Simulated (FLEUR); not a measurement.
FLEUR run on GaTc (P1, 2 atoms in the cell): self-consistent single point.

Computed with PBEsol, all-electron FLAPW (FLEUR), scalar-relativistic valence run with FLEUR.

The change in words: atoms moved at random. Reference geometry:
```yaml
crystal:
  lattice:
    - [2.83371, 0.00000, 0.00000]
    - [-1.41686, 2.45407, 0.00000]
    - [0.00000, 0.00000, 4.04042]
  atoms:
    - { symbol: Ga, position: [0.66667, 0.33333, 0.50000] }
    - { symbol: Tc, position: [0.33333, 0.66667, 0.00000] }
```

Reference input (self-consistent single point, DFT, PBEsol, all-electron FLAPW (FLEUR), scalar-relativistic valence): Kmax = 3.4 1/bohr; GmaxXC = 13.6 1/bohr; xcFunctional = PBEs; jspins = 1; l_soc = F; mode = hist; fermiSmearingEnergy = 0.00499791 Htr; mesh (inpgen div1-3) = 11 11 7; inpgen gamma flag = false; Gmax = 13.6 1/bohr; numbands = 0; maxIterBroyd = 15. This run's input differs from it in these lines:

```diff
@@ -10,4 +10,4 @@
 2
-31 0.6666666667 0.3333333333 0.5000000000
-43 0.3333333333 0.6666666667 -0.0000000000
+31 0.6643260000 0.3305700000 0.4914000000
+43 0.3356740000 0.6694300000 0.0086000000
 
@@ -79,3 +79,3 @@
       <atomGroup species="Gallium (Ga)">
-         <relPos label="                   1">-1.000/3.000 1.000/3.000 1.000/2.000</relPos>
+         <relPos label="                   1">-.3356740000 .3305700000 .4914000000</relPos>
          <force calculate="T" relaxXYZ="TTT"/>
@@ -83,3 +83,3 @@
       <atomGroup species="Technetium (Tc)">
-         <relPos label="                   2">1.000/3.000 -1.000/3.000 .0000000000</relPos>
+         <relPos label="                   2">.3356740000 -.3305700000 .0086000000</relPos>
          <force calculate="T" relaxXYZ="TTT"/>
```

Log, with long lists cut:

```
 Iteration:     1   Distance:       9.51488498 me/bohr^3
 Iteration:     2   Distance:       8.20745114 me/bohr^3
 Iteration:     3   Distance:       5.64375997 me/bohr^3
 Iteration:     4   Distance:       2.47859668 me/bohr^3
 Iteration:     5   Distance:       2.14426045 me/bohr^3
   [... 12 lines left out ...]
 Iteration:    18   Distance:       0.00002947 me/bohr^3
 Iteration:    19   Distance:       0.00001207 me/bohr^3
 Iteration:    20   Distance:       0.00001041 me/bohr^3
 Iteration:    21   Distance:       0.00000318 me/bohr^3
 Reset of history
 Run finished successfully
 Stop message:
   Structural relaxation: new displacements generated

[file out, last iteration]
             iter=     22
[...]
          total density-effective poten   -1.0084527149E+04
          total charge density-energy d   -2.0086960623E+02
 Updated energy parameters for spin:           1
[...]
 fermi energy and band-weighting factors:

[...]
FERMIE:
          first approx. to ef    (T=0)  :   0.460441 htr   (energy of the highest occ. eigenvalue)
          number of occ. states  (T=0)  :       5936
          first approx. to seigv (T=0)  :  -7.061869 htr
          sum of weights of occ. states :  14.000000
          sum of semicore charge        :   0.000000 e
FERHIS:  Fermi-Energy by histogram:
          bandgap                     :   0.000101 htr
   [... lines left out ...]
          charge neutrality (T=0)     :   0.000000    (zero if the highest occ. eigenvalue is "entirely" occupied)
     EF_NEWTON:  Adjust Fermi-Energy by Newton-Method.
 Direct bandgap for spin            1 :    1.0577141469796048E-002  Htr
 ---->    free energy=                     -6227.1081833787 htr
   [... lines left out ...]
      extrapolation for T->0
 ---->    total electron energy=           -6227.1063587239 htr
 ***** TOTAL FORCES ON ATOMS *****
 TOTAL FORCE FOR ATOM TYPE=  1  X= -2.683   Y=  1.533   Z=  3.752
                       FX_TOT= 0.000416 FY_TOT= 0.001083 FZ_TOT= 0.019359
 TOTAL FORCE FOR ATOM TYPE=  2  X=  2.683   Y= -1.533   Z=  0.066
                       FX_TOT=-0.000415 FY_TOT=-0.001082 FZ_TOT=-0.019316
```

The run converged in 21 iterations. FLEUR gives forces in its relaxation mode, with a further iteration, so its stop message speaks of a relaxation. Against the reference run the free energy goes up by 17.8 meV/atom and the largest force goes from 0.000 to 0.997 eV/Å.

The starting cell comes from a database of computed structures (which also holds hypothetical and non-ambient phases and stackings), without a prior relaxation at this level. Its lattice was rescaled by a random factor within 2.5 % of one. For this run, on top of that: atoms moved at random. Spin polarisation is off. Values depend on the basis (sphere radii, cutoffs, local orbitals), which need not be converged. The log's line on a gap gives a spacing of levels on this mesh, which the program prints for metals too.

Cost on one core of a shared machine: roughly 10 min.
